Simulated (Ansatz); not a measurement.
Input and output of a zone-centre phonon calculation for Nb₃B₂ (P4/mbm, 10 atoms in the cell) (Ansatz, a program for electronic structure).

Method of the run: LDA (PW92), default PAW files made with PBE (plane waves; Ansatz).

```xyz
10
Lattice="6.2328 0.0000 0.0000 0.0000 6.2328 0.0000 0.0000 0.0000 3.3115" Properties=species:S:1:pos:R:3 pbc="T T T"
Nb     0.0000     0.0000     0.0000
Nb     3.1164     3.1164     0.0000
Nb     5.1217     2.0053     1.6557
Nb     1.1111     4.2275     1.6557
Nb     4.2275     5.1217     1.6557
Nb     2.0053     1.1111     1.6557
B      3.7716     0.6553     0.0000
B      2.4611     5.5775     0.0000
B      5.5775     3.7716     0.0000
B      0.6553     2.4611     0.0000
```

Reference input (self-consistent single point, DFT, PBEsol, plane waves, default PAW files made with PBE): basis.ecutwfc = 30.9 Ry; kpoints.mp_grid.grid = 5 5 8; hamiltonian.xc = pbesol; hamiltonian.pseudopotentials = {kind: paw} (the program's default PAW files); scf.occupations.method = methfessel_paxton; scf.occupations.width = 0.01 Ry. This run's input differs from it in these lines:

Ansatz 0.2 input:
```diff
@@ -23,3 +23,3 @@
 hamiltonian:
-  xc: pbesol
+  xc: lda
   pseudopotentials:
@@ -30,6 +30,6 @@
     width: 0.01 Ry
-output:
-  forces: true
-  eigenvalues: true
-  stress: true
+  convergence:
+    dr2_threshold: 1.0e-04 eV
+phonons:
+  method: dfpt
```

Output (repeated stretches shortened):

```
SCF iter   1: F=—  HF=-27261.239353 eV  |F-HF|=—  |Δ(HF+E_count)|=         —  Δρ=6.17e-3  dr2=2.32e-2  ethr=1.77e-3  ⟨swp⟩=4.8  Hψ=13570  notcnv=0
all-band conjugate gradients solve this SCF's bands
preconditioner: auto → Kerker (q_TF=auto, 2.571 Å⁻¹)
SCF iter   2: F=—  HF=-27261.233735 eV  |F-HF|=—  |Δ(HF+E_count)|=   5.62e-3  S|Δr|=    0.00e0  Δρ=3.47e-3  dr2=6.97e-3  ethr=2.58e-5  ⟨swp⟩=1.0  Hψ=4162  notcnv=0
SCF iter   3: F=—  HF=-27261.232073 eV  |F-HF|=—  |Δ(HF+E_count)|=   1.66e-3  S|Δr|=    0.00e0  Δρ=7.77e-4  dr2=1.48e-3  ethr=7.74e-6  ⟨swp⟩=2.1  Hψ=4650  notcnv=0
SCF iter   4: F=—  HF=-27261.231831 eV  |F-HF|=—  |Δ(HF+E_count)|=   2.42e-4  S|Δr|=    0.00e0  Δρ=2.29e-4  dr2=6.27e-5  ethr=1.65e-6  ⟨swp⟩=2.0  Hψ=4290  notcnv=0
SCF iter   5: F=-27261.231807 eV  HF=-27261.231808 eV  |F-HF|=8.05e-7  |Δ(HF+E_count)|=   2.37e-5  S|Δr|=    0.00e0  Δρ=3.20e-5  dr2=1.44e-6  ethr=6.96e-8  ⟨swp⟩=13.4  Hψ=27563  notcnv=0
SCF 1 converged in 5 iterations: F = -27261.231807 eV  dr2 = 1.44e-6
DFPT response loops at Γ: preconditioner auto → Kerker (q_TF=auto, 2.571 Å⁻¹) (partly filled bands, converged f_vac=0.000) …
Stability not checked (fill_not_monotonic)
Free energy (F): -27261.231807 eV
Internal energy: -27261.231827 eV  (E = F + TS)
E sigma→0 (E₀):  -27261.231812 eV
Entropy (-TS):   0.000021 eV (0.002 meV/atom)
Fermi energy:    17.109940 eV
   [... lines left out ...]
  Γ frequencies (cm⁻¹): 0.00 0.00 0.00 177.95 180.08 188.83 188.83 189.64 193.31 193.31 211.73 223.86 223.86 237.58 240.56 245.36 266.81 266.81 442.78 453.80 453.80 460.65 464.91 464.91 497.38 497.38 527.80 531.37 579.95 617.06
  non-analytic LO–TO correction: not included (Born effective charges unavailable; polar crystals: no LO–TO splitting at Γ)
```

The run converged in 5 iterations. 

Summary of the result:
| Quantity | Result |
|---|---|
| Free energy E − TS (on the zero of these files) | -27261.2318 eV |
| Fermi level (on the code's own zero) | 17.11 eV |
| Zone-centre frequencies (cm⁻¹; negative means imaginary) | 0, 0, 0, 178, 180, 189, 189, 190, 193, 193, 212, 224, 224, 238, 241, 245, 267, 267, 443, 454, 454, 461, 465, 465, 497, 497, 528, 531, 580, 617 |

The starting cell comes from a database of computed structures (which also holds hypothetical and non-ambient phases and stackings), without a prior relaxation at this level. Spin polarisation is off.

Cost on one core of a shared machine: roughly 8 min.
